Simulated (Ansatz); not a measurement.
Defect: interstitial Na in polar orthorhombic HfO2, charge state +1. The step: a direct jump of one Na atom; the atom moves 3.12 Å along (-0.34, 0.00, 0.50) of the unit cell; the moving atom starts with neighbours O at 2.00, O at 2.08, O at 2.13, O at 2.18, O at 2.27, O at 2.30 Å and ends with O at 2.00, O at 2.08, O at 2.13, O at 2.18, O at 2.27, O at 2.30 Å. DFT values are from Ansatz (plane-wave PAW, 420 eV unless said) in a cell of 96 host sites, spin-restricted, static, with no finite-size correction. The host's phase is taken as given; its stability against other phases was not computed. The charge state is imposed; whether it is stable for some Fermi level was not computed. Sites that were not tried may lie lower. For the PBE band: the saddle point's order was not checked.

| Level | Forward barrier (eV) | Cost of the band or of the saddle's single point |
|---|---|---|
| CHGNet universal potential (has no charge state), its own band | 1.14 | - |
| PBE, the Γ point alone, band relaxed | 1.49 | roughly 60 core-minutes |
| PBE, a 2×2×2 k-point mesh shifted by half a step, same geometries | 1.56 | about 10 core-minutes (a rough figure) |
| r2SCAN at 500 eV, the Γ point alone, same geometries | [?] | very roughly 2.5 core-minutes |

Problem. Complete the blanks.

Solution. 
- r2SCAN at 500 eV, the Γ point alone, same geometries, Forward barrier (eV): 1.47

Ansatz is an electronic-structure program.
